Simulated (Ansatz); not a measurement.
## SiO2, pressure series

Consider SiO2 in the rutile structure (space group P4_2/mnm, No. 136; a = 4.2359 Å, c = 2.6899 Å).

Cell and atoms are relaxed at each pressure.

Computed with Ansatz (a quantum-chemistry and plane-wave program), PBE, PAW, cutoff 420 eV, spin-orbit coupling left out, earlier PAW set.

Candidates:
(a) pressure 2.1 GPa
(b) pressure −2 GPa
(c) pressure 15 GPa

Before the change:

```
Property    Value
--------  -------
Band gap  5.05 eV
```

Problem. Order them by band gap, highest first.

Solution. (c) pressure 15 GPa (5.82 eV), (a) pressure 2.1 GPa (5.17 eV), (b) pressure −2 GPa (4.94 eV)

Load acts through the strain it causes; cell and atoms are relaxed under it. Whether these cells are dynamically stable was not tested. No other phases were tried under pressure.
